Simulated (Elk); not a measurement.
Elk run on CaSiAu (P-6m2, 3 atoms in the cell): self-consistent single point.

Level of theory: Elk 10.2.4 with LDA (PW92), all-electron FP-LAPW, Elk's shipped species files, LAPW+lo basis.

```
CaSiAu
1.0
    4.32759     0.00000     0.00000
   -2.16379     3.74780     0.00000
    0.00000     0.00000     3.94250
Ca Si Au
1 1 1
Cartesian
  0.00000   0.00000   0.00000
  2.16380   1.24927   1.97125
  0.00000   2.49854   1.97125
```

Reference input (self-consistent single point, DFT, PBEsol, all-electron FP-LAPW, Elk's shipped species files, LAPW+lo basis): xctype = 22; rgkmax = 8; stype = 0; swidth = 0.00499791 Ha; ngridk = 6 6 6; gmaxvr = 14 1/bohr; nxoapwlo = 1; rmtscf = 0.89; maxscl = 100. This run's input differs from it in these lines:

```diff
@@ -2,5 +2,2 @@
   0
-
-xctype
-  22
```

The program printed (abridged):

```
│ Self-consistent loop started │
│ Loop number : 1 │
 total energy                :     -19971.5570633
│ Loop number : 2 │
 total energy                :     -19973.3839590
RMS change in Kohn-Sham potential (target) :   0.3181972512     (  0.1000000000E-05)
Absolute change in total energy (target)   :    1.826895685     (  0.1000000000E-03)
│ Loop number : 3 │
 total energy                :     -19987.1825770
RMS change in Kohn-Sham potential (target) :   0.1976256963     (  0.1000000000E-05)
Absolute change in total energy (target)   :    14.25534198     (  0.1000000000E-03)
│ Loop number : 4 │
   [... lines left out ...]
Absolute change in total energy (target)   :   0.9769070904E-02 (  0.1000000000E-03)
│ Loop number : 12 │
 total energy                :     -20005.2886122
RMS change in Kohn-Sham potential (target) :   0.2069046251E-05 (  0.1000000000E-05)
Absolute change in total energy (target)   :   0.1157810846E-02 (  0.1000000000E-03)
│ Loop number : 13 │
 total energy                :     -20005.2883815
RMS change in Kohn-Sham potential (target) :   0.7974027377E-06 (  0.1000000000E-05)
Absolute change in total energy (target)   :   0.5867054642E-04 (  0.1000000000E-03)
Convergence targets achieved

│ Loop number : 14 │

Energies :
 Fermi                       :     0.266341186444
 total energy                :     -20005.2884103

Density of states at Fermi energy :    26.09324577
 (states/Hartree/unit cell)

Estimated indirect band gap :   0.4207889800E-02
 from k-point     40 to k-point     14
Estimated direct band gap   :   0.3793571918E-01
 at k-point     16

Charges :
 core                        :    68.00000000
 valence                     :    45.00000000
 interstitial                :    6.049461902
 muffin-tins (core leakage)
  species :    1 (Ca)
   atom    1                 :    17.82238872     (  0.2646676318E-06)
  species :    2 (Si)
   atom    1                 :    11.59470149     (  0.4625919135E-02)
  species :    3 (Au)
   atom    1                 :    77.53344790     (  0.5104093809E-03)
 total in muffin-tins        :    106.9505381
 total calculated charge     :    112.9949748
 total charge                :    113.0000000
 error                       :   0.5025216292E-02

│ Self-consistent loop stopped │
```

The run converged in 14 iterations. The count includes the last loop, which Elk runs after its targets are met. 

The starting cell comes from a database of computed structures (which also holds hypothetical and non-ambient phases and stackings), without a prior relaxation at this level. Spin-orbit coupling is off. Values depend on the basis (sphere radii, cutoffs, local orbitals), which need not be converged. The log's line on a gap gives a spacing of levels on this mesh, which the program prints for metals too.

Cost on one core of a shared machine: roughly 40 s.
